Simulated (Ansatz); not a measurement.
The starting structures come from a database of crystals and need not be the phases stable at ambient conditions.

 Where the default PAW files enter, the runs use the earlier of Ansatz's two default sets.

Crystal: CaZn(CO$_{3}$)$_{2}$ (R-3, not sure to be the ambient phase, 10 atoms a cell, 11.2 Å³ an atom, -6 GPa at this level); planes in its conventional cell.

These are r2SCAN (plane waves, PAW; Ansatz, a program for electronic structure) values and carry that method's errors.

The gap is the functional's own, uncorrected, and κ follows it; spin-orbit coupling is left out. Mid-gap values are interpolated between the computed energies.

| plane | area of the cell (Å²) | mid-gap κ (1/Å) | largest κ in the gap (1/Å) |
|---|---|---|---|
| (101) | 27.4 | 0.46 | 0.47 |
| (001) | 20.5 | … | … |

Problem. The slowest decay depends on the direction. Supply the withheld values.

Solution. 
- (001), mid-gap κ (1/Å): 0.69
- (001), largest κ in the gap (1/Å): 0.69
